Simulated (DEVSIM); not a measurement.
System: InP p-i-n diode, at 300 K.

Layer 1 from the left is InP, thickness (μm) 0.160, Na (cm⁻³) 7.8e17, τn (s) 1.4e-7, τp (s) 1.4e-8. Layer 2 from the left is InP, thickness (μm) 5.60, Nd (cm⁻³) 1.7e13, τn (s) 1.4e-8, τp (s) 1.4e-8. Layer 3 from the left is InP, thickness (μm) 2.20, Nd (cm⁻³) 2.7e17, τn (s) 1.4e-8, τp (s) 1.4e-8.

Left contact: ohmic. Right contact: ohmic. Voltage is applied to the left contact. Recombination: SRH at mid-gap, radiative, Auger. Mobility is μmin + (μ − μmin)/(1 + (N/Nref)^α).

The device is made up for the run: typed textbook-type constants, with dimensions and the other settings drawn at random. Values at 300 K.

InP: gap (eV) 1.344, affinity (eV) 4.38, permittivity 12.5, Nc (cm⁻³) 5.7e17, Nv (cm⁻³) 1.1e19, μn (cm²/Vs) 5200, μp (cm²/Vs) 170, μn,min 400, μp,min 10, Nref,n 3e17, Nref,p 4.9e17, αn 0.47, αp 0.62, B (cm³/s) 1.2e-10, Cn (cm⁶/s) 9e-31, Cp (cm⁶/s) 9e-31.

Model (solved in DEVSIM): 1D drift-diffusion, Boltzmann statistics, complete ionisation; no tunnelling, impact ionisation, image-force lowering or self-heating.

Q: What does the simulation give for the potential step across the device at zero bias, the dark forward voltage at 100 A/cm²?

A: potential step across the device at zero bias 1.256 V; dark forward voltage at 100 A/cm² 1.067 V.
